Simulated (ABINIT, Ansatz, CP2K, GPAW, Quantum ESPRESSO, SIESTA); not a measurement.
Code comparison for HfH2 (I4/mmm, 3 atoms in the cell)

Self-consistent single point.

```yaml
crystal:
  lattice:
    - [-1.73070, 1.73070, 2.14480]
    - [1.73070, -1.73070, 2.14480]
    - [1.73070, 1.73070, -2.14480]
  atoms:
    - { symbol: Hf, position: [0.00000, 0.00000, 0.00000] }
    - { symbol: H, position: [0.25000, 0.75000, 0.50000] }
    - { symbol: H, position: [0.75000, 0.25000, 0.50000] }
```

All programs got the same cell, k-point mesh and kind of occupations (in Ansatz's words: kpoints.mp_grid.grid = 9 9 9; scf.occupations.method = gaussian; scf.occupations.width = 0.01 Ry); potentials, basis and cutoffs are each program's usual ones.

```csv
code,model,pressure (GPa),k-points,cutoff
Ansatz,"PBEsol, PAW files made with PBE",-1.68,75,default
Quantum ESPRESSO,"PBEsol, PseudoDojo standard norm-conserving (PBESOL) pseudopotentials",-1.47,75,75 Ry
SIESTA,"GGA PBEsol, numerical atomic orbitals DZP, PseudoDojo PBEsol standard norm-conserving potentials (rewritten from UPF to PSML)",-2.05,365,grid 400 Ry
CP2K,"PBEsol, GPW, DZVP-MOLOPT-SR-GTH basis, GTH-PBE potentials (GTH_POTENTIALS)",-5.03,365,grid 500 Ry
GPAW,"PBEsol, GPAW PAW datasets PBEsol (made by gpaw-setup)",-0.75,75,800 eV
ABINIT,"PBEsol, PAW (JTH v2.0 PBE PAW, files made for PBE)",-1.61,75,30 Ha
```

The spread over the programs that give each value: pressure within 4.28 GPa.

The starting cell comes from a database of computed structures (which also holds hypothetical and non-ambient phases and stackings), without a prior relaxation at this level. On Ansatz's run: Spin-orbit coupling is off.

Why do the programs differ, and what cannot be compared?

Differences of this kind can come from the potentials, where these differ, and from what each basis and cutoff leave unconverged. The valence holds different numbers of electrons (Ansatz (an electronic-structure program) 28, Quantum ESPRESSO 14, SIESTA 14, CP2K 14, GPAW 14, ABINIT 14). The zero of total energies and Fermi levels follows the potentials and each program's conventions, so they are not compared here. SIESTA and CP2K use small atom-centred bases, whose incompleteness enters pressures, forces and empty levels differently from a plane-wave cutoff. Ansatz's pressure is given at a fixed set of plane waves, as the other plane-wave codes print theirs; with its correction for the finite basis it is -1.49 GPa. Ansatz's smearing width was typed in Ry to four decimals, so it matches the others to a few per cent. The programs reduce the same mesh by symmetry to different extents, which changes the work and not the result. In the pressure, CP2K (by 3.49) lies more than 1 GPa from the median of the plane-wave programs.

Left out of this page: Elk and FLEUR (not drawn, or without a comparable value).

Keys are those of Ansatz 0.2.
